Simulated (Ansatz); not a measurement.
Start from CdS in the zinc blende structure (space group F-43m, No. 216).

```yaml
crystal:
  lattice:
    - [0.00000, 2.91212, 2.91212]
    - [2.91212, 0.00000, 2.91212]
    - [2.91212, 2.91212, 0.00000]
  atoms:
    - { symbol: Cd, position: [0.00000, 0.00000, 0.00000] }
    - { symbol: S, position: [0.25000, 0.25000, 0.25000] }
```

Cartesian axes are those of the cell as printed.

Calculations: PBEsol, PAW, 420 eV (Ansatz, a first-principles code; scalar-relativistic without spin-orbit coupling).

It is then changed as follows: uniaxial strain ε_zz = −2.00 %, all other strain components held at zero; the atoms relax in the strained cell.

Q: Predict the stress tensor and what it implies for the stiffness.

A: Stress of the strained cell less that of the base (GPa, compression positive):
```
   1.17    0.00    0.00
   0.00    1.17    0.00
   0.00    0.00    1.52
```

Then −Δσ_ii/ε with ε = -0.0200 gives secant stiffness values (nonlinear terms included at this strain): C33 ≈ 76 GPa, C13 ≈ 59 GPa and C23 ≈ 59 GPa.

Whether these cells are dynamically stable was not tested.
